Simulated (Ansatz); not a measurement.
Results of PBEsol+SOC (PAW; Ansatz, a quantum-chemistry and plane-wave program) for ZnGaNO (model structure, Pna2₁, No. 33, 16 atoms in the cell).

Run with plane-wave cutoff 520 eV, 6×4×6 k mesh (along the axes of the cell as run), Fermi–Dirac smearing 0.01 eV, PAW data made under PBE.

Cell (relaxed with PBEsol):

```
CELL_PARAMETERS angstrom
      5.59307     0.00000     0.00000
      0.00000     6.42164     0.00000
      0.00000     0.00000     5.19192
ATOMIC_POSITIONS crystal
  Zn 0.07662 0.61497 0.00990
  Zn 0.92338 0.38503 0.50990
  Zn 0.57662 0.88503 0.00990
  Zn 0.42338 0.11497 0.50990
  Ga 0.08188 0.13425 0.99485
  Ga 0.91812 0.86575 0.49485
  Ga 0.58188 0.36575 0.99485
  Ga 0.41812 0.63425 0.49485
  O  0.07144 0.11492 0.36787
  O  0.92856 0.88508 0.86787
  O  0.57144 0.38508 0.36787
  O  0.42856 0.61492 0.86787
  N  0.09724 0.63204 0.38738
  N  0.90276 0.36796 0.88738
  N  0.59724 0.86796 0.38738
  N  0.40276 0.13204 0.88738
```

Q: Give the computed band gap.

A: 
- band gap: 1.21 eV

Note: the relaxation could raise the start's symmetry but not lower it, so the cell can be a saddle point.

A model structure was made by putting elements into a prototype or built by hand; it is no filed structure, need not be a known phase, and can be a saddle point held by its symmetry.
